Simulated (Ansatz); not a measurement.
Seebeck coefficient (μV/K, mean over directions) of p-type GaP (F-43m) against carrier density, PBEsol, rigid bands in Ansatz (a quantum-chemistry and plane-wave program). Computed gap 1.45 eV; densities at which minority carriers matter at this gap, or further valleys turn the trend, are left out. Conductivity mass 0.41 mₑ (harmonic mean over directions), N_v = 4.3e19 cm⁻³ at 300 K.

```
hole density       300 K  500 K
------------  ----------  -----
1e16 cm⁻³     (withheld)    998
1e17 cm⁻³     (withheld)    799
1e18 cm⁻³     (withheld)    601
3e18 cm⁻³            441    507
1e19 cm⁻³            339    403
3e19 cm⁻³            247    310
1e20 cm⁻³            155    213
3e20 cm⁻³             88    133
1e21 cm⁻³             41     68
```

### Question
Fill in the missing entries.

### Answer

- 1e16 cm⁻³, 300 K: 932
- 1e17 cm⁻³, 300 K: 734
- 1e18 cm⁻³, 300 K: 535

Rigid bands with a gap fixed in temperature, one relaxation time for all states, no polarons or phonon drag, and whether or not such doping can be reached. Spin-orbit coupling is left out; where it splits the top of the valence band, N_v and the p-type Seebeck coefficient come out somewhat high without it.
